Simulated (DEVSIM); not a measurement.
Device: Schottky contact on n-type Ge, at 400 K.

Layer 1 from the left is Ge, thickness (μm) 0.310, Nd (cm⁻³) 1.7e15, τn (s) 1.5e-7, τp (s) 1.5e-7.

Left contact: Schottky, work function 4.51 eV, emission velocity 1.1e7 cm/s. Right contact: ohmic. Voltage is applied to the left contact. Recombination: SRH at mid-gap. Mobility is constant in doping.

This is a model device: material constants are rounded textbook-type values typed into the input, and sizes, dopings and lifetimes were drawn at random. Values at 300 K; Nc and Nv go as T^1.5, mobilities as T to minus their exponent, the gap by Varshni's rule with the affinity fixed.

Ge: gap (eV) 0.664, affinity (eV) 4, permittivity 16, Nc (cm⁻³) 1.04e19, Nv (cm⁻³) 6e18, μn (cm²/Vs) 3900, μp (cm²/Vs) 1900, T exponent of μn 1.66, T exponent of μp 2.33, Varshni α (eV/K) 0.000477, Varshni β (K) 235.

DEVSIM, 1D drift-diffusion, Boltzmann statistics, complete ionisation; no tunnelling, impact ionisation, image-force lowering or self-heating. Metal contacts follow the ideal Schottky-Mott rule: no Fermi-level pinning, no interface dipoles.

Task: What does the simulation give for the largest field in the device at zero bias, the potential step across the device at zero bias?

Result: largest field in the device at zero bias 50000 V/cm; potential step across the device at zero bias 0.208 V.
